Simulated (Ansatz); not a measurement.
For WGe₂ (model structure, started from the C54 type, Fddd, No. 70, 6 atoms in the cell), PBEsol (plane waves, PAW; Ansatz, a quantum-chemistry and plane-wave program) gives:

- equilibrium volume per atom = 14.97 Å³/atom
- enthalpy of formation = 0.106 eV/atom

What does PBE-D3(BJ) (Ansatz, PAW) give for the same quantities?


- equilibrium volume per atom: 15.01 Å³/atom (grows by 0.3 %)
- formation enthalpy: 0.104 eV/atom (hardly moves)

Changes are worked out from the printed values.

Unless a cell is named, each level is at its own relaxed cell (PBEsol 14.97, PBE-D3(BJ) 15.01 Å³/atom).

Levels without +SOC leave out spin–orbit coupling, which shifts energies and cells of such heavy elements.

Ansatz's density-functional and Hartree–Fock values are scalar-relativistic unless marked +SOC, with PAW data made under PBE.

A model structure was made by putting elements into a prototype or built by hand; it is no filed structure, need not be a known phase, and can be a saddle point held by its symmetry.
